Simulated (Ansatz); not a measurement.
Crystal: Cs₂Pd(IBr₂)₂ (I4/mmm, not sure to be the ambient phase, 9 atoms a cell, 38.4 Å³ an atom, -2 GPa at this level); planes in its conventional cell.

Method: PBEsol (plane waves, PAW; Ansatz, an electronic-structure program).

The gap is the functional's own. No spin-orbit coupling. Mid-gap values are interpolated on the energy grid.

| plane | area of the cell (Å²) | mid-gap κ (1/Å) | largest κ in the gap (1/Å) |
|---|---|---|---|
| (110) | 56.2 | 0.20 | 0.20 |
| (101) | 54.9 | … | … |

The slowest decay depends on the direction. Supply the withheld values.


- (101), mid-gap κ (1/Å): 0.10
- (101), largest κ in the gap (1/Å): 0.11
